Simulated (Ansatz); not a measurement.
The parent structure is Be$_{2}$Si (space group Fm-3m, No. 225; a = 5.283 Å; a model cell, its experimental status unchecked).

Method: r2SCAN in Ansatz (plane waves to 500 eV, PAW, scalar-relativistic without spin-orbit coupling).

For the base:

- Volume per atom: 12.29 Å³

Perturbation: hydrostatic tension (pressure −2 GPa).

Task: What happens to the volume per atom?

Result: The volume per atom rises by 0.25 Å³ to 12.54 Å³.

Load acts through the strain it causes; cell and atoms are relaxed under it. No phonon test of stability was made. All final runs are without spin polarisation.

Ansatz is a quantum-chemistry and plane-wave program.
